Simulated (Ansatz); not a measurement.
InP, pressure series

The reference is InP in the zinc blende structure (space group F-43m, No. 216; a = 5.827 Å).

Cell and atoms are relaxed at each pressure.

All numbers come from DFT with LDA, PAW potentials and a 420 eV plane-wave cutoff in Ansatz (an electronic-structure program), spin-orbit coupling left out.

Computed cases, in order: pressure −2 GPa; pressure −1 GPa; 0 GPa (base); pressure 0.9 GPa; pressure 2.1 GPa; pressure 4.5 GPa; pressure 9 GPa; pressure 15 GPa; pressure 22.5 GPa; pressure 30 GPa.

Between which two neighbouring cases does the gap turn between direct and indirect?

Between pressure 9 GPa (1.11 eV, direct at Γ) and pressure 15 GPa (1.28 eV, indirect, Γ → X). The whole series: pressure −2 GPa: 0.41 eV, direct at Γ; pressure −1 GPa: 0.50 eV, direct at Γ; 0 GPa (base): 0.58 eV, direct at Γ; pressure 0.9 GPa: 0.64 eV, direct at Γ; pressure 2.1 GPa: 0.73 eV, direct at Γ; pressure 4.5 GPa: 0.88 eV, direct at Γ; pressure 9 GPa: 1.11 eV, direct at Γ; pressure 15 GPa: 1.28 eV, indirect, Γ → X; pressure 22.5 GPa: 1.17 eV, indirect, Γ → X; pressure 30 GPa: 1.07 eV, indirect, Γ → X.

Load acts through the strain it causes; cell and atoms are relaxed under it. No phonon test of stability was made. Measured, InP leaves this structure (for rock salt) near 9.8 GPa (temperature not stated; as listed in Datta, Sujoy, Jana, Debnarayan, arXiv (2020)).
